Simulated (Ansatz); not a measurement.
Abridged Ansatz (an electronic-structure program) output:

```
Relaxation: its limit of steps is 60 (relax.max_steps)
Pseudopotential: Sn, paw, valence charge 14
Pseudopotential: O, paw, valence charge 6
Crystal: 4 atoms, lattice volume = 58.157 Å³
Basis set: ecut = 420 eV, 1159 PW (Γ), exchange–correlation on 50×50×60 points (8 copies of the dense FFT grid, shifted against one another)
Bands: 24, of which v1, the nominal top of the filled ones, is band 20 counted from 1 (19 counted from 0)
Symmetry: 16 space group operations
k-points: 168 of 1440
Functional: x = pbesol(κ = 0.804, μ = 0.12345679012345678), c = pbesol(β = 0.046)
SCF iter   1: F=—  HF=-13022.226136 eV  |F-HF|=—  |Δ(HF+E_count)|=         —  Δρ=1.57e-2  dr2=1.13e-1  ethr=1.77e-3  ⟨swp⟩=6.1  Hψ=18493  notcnv=0
SCF iter   2: F=—  HF=-13022.197509 eV  |F-HF|=—  |Δ(HF+E_count)|=   2.86e-2  Δρ=2.95e-3  dr2=2.81e-3  ethr=2.82e-4  ⟨swp⟩=2.0  Hψ=6971  notcnv=0
SCF 1 converged in 7 iterations: F = -13022.197012 eV  dr2 = 1.93e-8
relax step   1: F+E_penalty+E_count = -13022.19701220 eV  Δ(F+E_penalty+E_count) = +0.000e0 eV  max|allowed force component| = 1.997e-4 eV/Å  Δτ_max = 0.0000 Å  P = +7.493 GPa  Ω = 58.157 Å³  (7 SCF iters, dr2 threshold 1.00e-7 eV, accepted)
[... steps on the carried basis left out ...]
relax step   9: F+E_penalty+E_count = -13022.12089557 eV  Δ(F+E_penalty+E_count) = +2.115e-4 eV  max|allowed force component| = 3.837e-4 eV/Å  Δτ_max = 0.0000 Å  P = +9.994 GPa  Ω = 56.757 Å³  stress off target by 8.81e-3 GPa  SCF on the basis re-selected at this cell (its energy is not comparable with the rows above)  (6 SCF iters)
SCF converged after 6 iterations
Free energy (F): -13022.120896 eV
Internal energy: -13022.116774 eV  (E = F + TS)
E sigma→0 (E₀):  -13022.118835 eV
Entropy (-TS):   -0.004122 eV (-1.030 meV/atom)
Fermi energy:    13.276571 eV
  E_disp       = -1.073155  (pairwise vdW)
--- Forces (eV/Å), atoms counted from 1 ---
  atom   1  Sn    -0.00000000     0.00000000    -0.00038367
  atom   2  Sn     0.00000000     0.00000000     0.00038367
  atom   3  O     -0.00000000     0.00000000    -0.00000000
  atom   4  O      0.00000000     0.00000000    -0.00000000
--- Stress (GPa, compression-positive) ---
        9.996131       0.000000      -0.000000
        0.000000       9.996131      -0.000000
       -0.000000      -0.000000       9.991188
  P = ⅓ Tr σ = 9.9945 GPa (99.945 kbar)
--- Relaxed structure (7 steps of the walk, 5 accepted, 2 SCFs on fresh bases) ---
  cell:  # Å, volume = 56.7573 Å³
    - [3.663877227559823, 1.2022374848277245e-34, 0.0]
    - [1.2022374848277245e-34, 3.663877227559823, 0.0]
    - [0.0, 0.0, 4.228045857237771]
  atoms:
    - { symbol: Sn, position: [0.5, 5.103405343028355e-38, 0.7249840003370174] }
    - { symbol: Sn, position: [-3.8275540072714e-37, 0.5, 0.27501599966298274] }
    - { symbol: O, position: [0.5, 0.5, 1.6866799275763687e-35] }
    - { symbol: O, position: [3.3172134729685317e-37, 0.0, -1.6866799275763687e-35] }
```

**Question.** What was computed, and what are the main results?

**Answer.** SnO, 4 atoms in the cell, with DFT with PBEsol-D3(BJ), PAW potentials and a 420 eV plane-wave cutoff in Ansatz, without spin-orbit coupling, from a series relaxed to a target (pressure 10 GPa). The last SCF converged to F = -13022.120896 eV, or -3255.5302 eV per atom, at a pressure of 9.99 GPa. The total energy compares only with runs of the same code, potentials and settings.

Load acts through the strain it causes; cell and atoms are relaxed under it. No phonon test of stability was made. Competing high-pressure phases were not computed. The final runs are not spin-polarised. The cell was made from SnO (space group P4/nmm, No. 129; layered, stacked along the Cartesian z axis) by this change: pressure 10 GPa.

Keys are those of Ansatz 0.2.
